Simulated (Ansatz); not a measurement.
# ZnS: P on a S site, symmetric start

Start from an 8-atom supercell of ZnS in the zinc blende structure (space group F-43m, No. 216; a = 5.3567 Å) at its relaxed geometry.

Perturbation: one S atom is replaced by P, atoms relaxed at fixed cell.

Level of theory: Ansatz (a quantum-chemistry and plane-wave program), PBEsol, PAW, cutoff 420 eV, spin-orbit coupling left out. Γ-centred 5×5×5 mesh, Fermi–Dirac width 0.01 eV.

The pressure goes from zero to 0.3 GPa and the largest displacement of a host atom from its site in the perfect cell amounts to 0.02 Å. The mean distance from the defect site to its nearest host atoms shrinks by 0.02 Å, from 2.32 Å to 2.30 Å.

Final structure:

```xyz
8
Lattice="-5.3567 0.0000 0.0000 0.0000 0.0000 5.3567 0.0000 5.3567 0.0000" Properties=species:S:1:pos:R:3 pbc="T T T"
P     -1.3392     4.0175     4.0175
S     -4.0175     1.3392     4.0175
S     -4.0175     4.0175     1.3392
S     -1.3392     1.3392     1.3392
Zn    -0.0105    -0.0105    -0.0105
Zn    -2.6678     2.6889    -0.0105
Zn    -2.6678    -0.0105     2.6889
Zn    -0.0105     2.6889     2.6889
```

Other magnetic orders, which the real material may have, were not ruled out. In so small a cell the defect repeats every few ångströms: this is an ordered compound, not a dilute defect. A case with no gap was solved on a k-mesh chosen for an insulator, which is coarse for it. The defect started on the symmetric site and kept its symmetry, so it may sit on a saddle. Starting moments died away, wholly or in part, for P on a S site; another magnetic solution may exist. The defect cell is spin-polarised and ends with 0.0 μB.
